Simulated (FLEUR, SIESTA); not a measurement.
A FLEUR input for a self-consistent single point of CaNi₂ (Fd-3m, 6 atoms in the cell) (DFT, PBEsol, all-electron FLAPW (FLEUR), scalar-relativistic valence):

Input of the input generator:

```
CaNi2
&input film=f /
0.0000000000 6.4816906876 6.4816906876
6.4816906876 0.0000000000 6.4816906876
6.4816906876 6.4816906876 0.0000000000
1.0
1.0 1.0 1.0

6
20 0.0000000000 0.0000000000 0.0000000000
20 0.2500000000 0.2500000000 0.2500000000
28 0.6250000000 0.6250000000 0.6250000000
28 0.1250000000 0.6250000000 0.6250000000
28 0.6250000000 0.6250000000 0.1250000000
28 0.6250000000 0.1250000000 0.6250000000

&comp jspins=1 /
&exco xctyp='PBEs' /
&kpt div1=6 div2=6 div3=6 gamma=t /
&end /
```

```xml
<?xml version="1.0" encoding="UTF-8" standalone="no"?>
<fleurInput fleurInputVersion="0.39">
   <comment>
      CaNi2                                                                                               
   </comment>
   <calculationSetup>
      <cutoffs Kmax="3.8" Gmax="15.2" GmaxXC="15.2" numbands="0"/>
      <scfLoop itmax="60" minDistance="0.00001" maxIterBroyd="15" imix="Anderson" alpha="0.05" precondParam="0.0" spinf="2.0"/>
      <coreElectrons ctail="T" frcor="F" kcrel="0" coretail_lmax="0"/>
      <xcFunctional name="PBEs" relativisticCorrections="F"/>
      <magnetism jspins="1"/>
      <soc l_soc="F" theta="0.0" phi="0.0" spav="F"/>
      <expertModes spex="0" secvar="F"/>
      <geometryOptimization l_f="T" forcealpha="1.0" forcemix="BFGS" epsdisp="0.00001" epsforce="0.00001"/>
      <ldaU l_linMix="F" mixParam="0.05" spinf="1.0"/>
   </calculationSetup>
   <cell>
      <bzIntegration valenceElectrons="84.0" mode="hist" fermiSmearingEnergy="0.00367493">
         <kPointListSelection listName="default-1"/>
         <!-- k-points included here -->
         <xi:include xmlns:xi="http://www.w3.org/2001/XInclude" href="kpts.xml"> </xi:include>
      </bzIntegration>
      <!-- symmetry operations included here -->
      <xi:include xmlns:xi="http://www.w3.org/2001/XInclude" href="sym.xml"> </xi:include>
      <bulkLattice scale="1.0">
         <bravaisMatrix>
            <row-1>    0.0000000000000000     6.4816906875999996     6.4816906875999996</row-1>
            <row-2>    6.4816906875999996     0.0000000000000000     6.4816906875999996</row-2>
            <row-3>    6.4816906875999996     6.4816906875999996     0.0000000000000000</row-3>
         </bravaisMatrix>
      </bulkLattice>
   </cell>
   <atomSpecies>
      <species name="Calcium (Ca)" element="Ca" atomicNumber="20">
         <mtSphere radius="2.68" gridPoints="925" logIncrement="0.013"/>
         <atomicCutoffs lmax="10" lnonsphr="8"/>
         <electronConfig flipSpins="F">
            <coreConfig>(1s1/2) (2s1/2) (2p1/2) (2p3/2)</coreConfig>
            <valenceConfig>(3s1/2) (3p1/2) (3p3/2) (4s1/2)</valenceConfig>
         </electronConfig>
         <energyParameters s="4" p="4" d="3" f="4"/>
         <lo type="SCLO" l="0" n="3" eDeriv="0"/>
         <lo type="SCLO" l="1" n="3" eDeriv="0"/>
      </species>
      <species name="Nickel (Ni)" element="Ni" atomicNumber="28">
         <mtSphere radius="2.18" gridPoints="753" logIncrement="0.016"/>
         <atomicCutoffs lmax="8" lnonsphr="6"/>
         <electronConfig flipSpins="F">
            <coreConfig>(1s1/2) (2s1/2) (2p1/2) (2p3/2) (3s1/2)</coreConfig>
            <valenceConfig>(3p1/2) (3p3/2) (4s1/2) (3d3/2) (3d5/2)</valenceConfig>
            <stateOccupation state="(3d3/2)" spinUp="1.6" spinDown="1.6"/>
            <stateOccupation state="(3d5/2)" spinUp="2.4" spinDown="2.4"/>
         </electronConfig>
         <energyParameters s="4" p="4" d="3" f="4"/>
         <lo type="SCLO" l="1" n="3" eDeriv="0"/>
      </species>
   </atomSpecies>
   <atomGroups>
      <atomGroup species="Calcium (Ca)">
         <relPos label="                   1">-1.000/8.000 -1.000/8.000 -1.000/8.000</relPos>
         <relPos label="                   2">1.000/8.000 1.000/8.000 1.000/8.000</relPos>
         <force calculate="T" relaxXYZ="TTT"/>
      </atomGroup>
      <atomGroup species="Nickel (Ni)">
         <relPos label="                   3">1.000/2.000 1.000/2.000 1.000/2.000</relPos>
         <relPos label="                   4">.0000000000 1.000/2.000 1.000/2.000</relPos>
         <relPos label="                   5">1.000/2.000 1.000/2.000 .0000000000</relPos>
         <relPos label="                   6">1.000/2.000 .0000000000 1.000/2.000</relPos>
         <force calculate="T" relaxXYZ="TTT"/>
      </atomGroup>
   </atomGroups>
   <output dos="F" band="F" slice="F">
      <checks vchk="F" cdinf="F"/>
      <bandDOS minEnergy="-.5*Htr" maxEnergy="0.5*Htr" sigma="0.015" storeEVData="T"/>
      <vacuumDOS vacdos="F" integ="F" star="F" nstars="0" locx1="0.0" locy1="0.0" locx2="0.0" locy2="0.0" nstm="0" tworkf="0.0"/>
      <unfoldingBand unfoldBand="F" supercellX="1" supercellY="1" supercellZ="1"/>
      <plotting iplot="0" polar="F">
         <plot TwoD="T" vec1="  1.0  0.0  0.0" vec2="  0.0  1.0  0.0" vec3="  0.0  0.0  1.0" zero="  0.0  0.0  0.0" file="plot"/>
      </plotting>
      <chargeDensitySlicing numkpt="0" minEigenval="0.0" maxEigenval="0.0" nnne="0" pallst="F"/>
      <specialOutput eonly="F"/>
      <magneticCircularDichroism mcd="F" energyLo="-10.0" energyUp="0.0"/>
   </output>
  <!-- We include the file relax.xml here to enable relaxations (see documentation) -->
  <xi:include xmlns:xi="http://www.w3.org/2001/XInclude" href="relax.xml"> <xi:fallback/> </xi:include>
</fleurInput>
```

Q: Give the SIESTA input for the same structure, mesh, smearing and functional.

A: One input that does it (others would too):

```
# files in the folder: Ca.psml Ni.psml (PseudoDojo PBEsol standard)
SystemName  CaNi2
SystemLabel siesta

NumberOfAtoms                6
NumberOfSpecies              2
%block ChemicalSpeciesLabel
  1 20 Ca
  2 28 Ni
%endblock ChemicalSpeciesLabel
LatticeConstant              1.0 Ang
%block LatticeVectors
     0.000000000    3.429963000    3.429963000
     3.429963000    0.000000000    3.429963000
     3.429963000    3.429963000    0.000000000
%endblock LatticeVectors
AtomicCoordinatesFormat      Ang
%block AtomicCoordinatesAndAtomicSpecies
     0.000000000    0.000000000    0.000000000  1
     1.714981500    1.714981500    1.714981500  1
     4.287453750    4.287453750    4.287453750  2
     4.287453750    2.572472250    2.572472250  2
     2.572472250    2.572472250    4.287453750  2
     2.572472250    4.287453750    2.572472250  2
%endblock AtomicCoordinatesAndAtomicSpecies

XC.functional                GGA
XC.authors                   PBEsol
PAO.BasisSize                DZP
PAO.EnergyShift              0.01 Ry
MeshCutoff                   300 Ry
%block kgrid.MonkhorstPack
    6   0   0  0.0
    0   6   0  0.0
    0   0   6  0.0
%endblock kgrid.MonkhorstPack
OccupationFunction           FD
ElectronicTemperature        100.0 meV

MaxSCFIterations             150
SCF.Mixer.Method             Pulay
SCF.Mixer.Weight             0.25
SCF.Mixer.History            6
SCF.DM.Tolerance             1.0E-04
Diag.ParallelOverK           true
WriteForces                  true
```

Basis settings and potentials, where a program has them, do not carry over. This input uses DFT, GGA PBEsol, numerical atomic orbitals DZP, PseudoDojo PBEsol standard norm-conserving potentials (rewritten from UPF to PSML).

The starting cell comes from a database of computed structures (which also holds hypothetical and non-ambient phases and stackings), without a prior relaxation at this level. Its lattice was rescaled by a random factor within 2.5 % of one. For this run, on top of that: lattice scaled by 0.98.
